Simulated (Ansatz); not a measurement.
**Ru: Ru vacancy, symmetric start**

Start from a 24-atom supercell of Ru in the hcp (Mg type) structure (space group P6_3/mmc, No. 194; a = 2.6919 Å, c = 4.2457 Å) at its relaxed geometry.

Perturbation: a neutral Ru vacancy, symmetric start, atoms relaxed at fixed cell.

Method: PBEsol/PAW in Ansatz (an electronic-structure program), no SOC. Γ-centred 6×5×6 mesh, Fermi–Dirac width 0.05 eV.

```yaml
energy_gained_by_relaxation: 0.09 eV
largest_displacement_of_a_host_atom_from_its_site_in_the_perfect_cell: 0.05 Å
mean_distance_from_the_defect_site_to_its_nearest_host_atoms: 2.60 Å (base 2.63 Å)
```

The cell is small, so the values are those of an ordered compound at a high defect concentration; dilute-limit values will differ. The defect started on the symmetric site and kept its symmetry, so it may sit on a saddle. The final runs are not spin-polarised. The defect cell is not spin-polarised.
